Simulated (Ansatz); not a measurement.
**Rh: element substitutions**

Take Rh in the fcc (Cu type) structure (space group Fm-3m, No. 225; a = 3.780 Å) as the base.

Each row replaces one element on all its sites; cell and atoms are relaxed.

Method: plane-wave PAW DFT at the PBEsol level (Ansatz, a quantum-chemistry and plane-wave program, 420 eV), no SOC, earlier PAW set.

```tsv
change	density	shortest interatomic distance
base	12.65 g/cm³	2.673 Å
Rh → As	___	___
Rh → I	6.63 g/cm³	3.556 Å
Rh → Pd	12.14 g/cm³	2.740 Å
```

### Question
What belongs in the blanks?

### Answer

- Rh → As, density: 6.75 g/cm³
- Rh → As, shortest interatomic distance: 2.965 Å

No phonon test of stability was made. As relaxed here, As and I are hypothetical phases, not in the database extracts checked. All final runs are without spin polarisation. Pd lies near a magnetic instability that expansion can trigger; it was not tested.
